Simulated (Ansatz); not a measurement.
Results of LDA (Ansatz, a quantum-chemistry and plane-wave program, plane waves, PAW) for Mn3SiN (model structure, started from the Mn3SnN type, Pm-3m, No. 221, 5 atoms in the cell).

Settings: plane-wave cutoff 520 eV, 14×14×14 k mesh, Fermi–Dirac smearing 0.05 eV, spin-polarised with parallel moments, scalar-relativistic PAW data made under PBE.

Cell (relaxed at this level):

```cif
data_Mn3NSi
_chemical_formula_sum 'Mn3 Si1 N1'
_space_group_name_H-M_alt 'P 1'
_space_group_IT_number 1
_cell_length_a 3.64616
_cell_length_b 3.64616
_cell_length_c 3.64616
_cell_angle_alpha 90.000
_cell_angle_beta 90.000
_cell_angle_gamma 90.000
loop_
_space_group_symop_operation_xyz
  'x, y, z'
loop_
_atom_site_label
_atom_site_type_symbol
_atom_site_fract_x
_atom_site_fract_y
_atom_site_fract_z
_atom_site_occupancy
Mn1 Mn 0.00000 0.50000 0.50000 1
Mn2 Mn 0.50000 0.00000 0.50000 1
Mn3 Mn 0.50000 0.50000 0.00000 1
Si1 Si 0.00000 0.00000 0.00000 1
N1 N 0.50000 0.50000 0.50000 1
```
Starting moments (μB, in the order of the record's atoms Mn Mn Mn Si N): 5.0 5.0 5.0 0.0 0.0.

### Question
Give the computed bulk modulus B0.

### Answer

bulk modulus B0: 306 GPa

The run finds no gap.

Note: the magnetic order was assumed, not searched for or taken from measurement; the bulk modulus is −V dP/dV from two relaxed cells at ±2 % in volume; the moments ended far under their starting size, a low-moment state that need not be the lowest; the relaxation could raise the start's symmetry but not lower it, so the cell can be a saddle point.

The computed numbers hold no vibrational or temperature effects.

A model structure was made by putting elements into a prototype or built by hand; it is no filed structure, need not be a known phase, and can be a saddle point held by its symmetry.
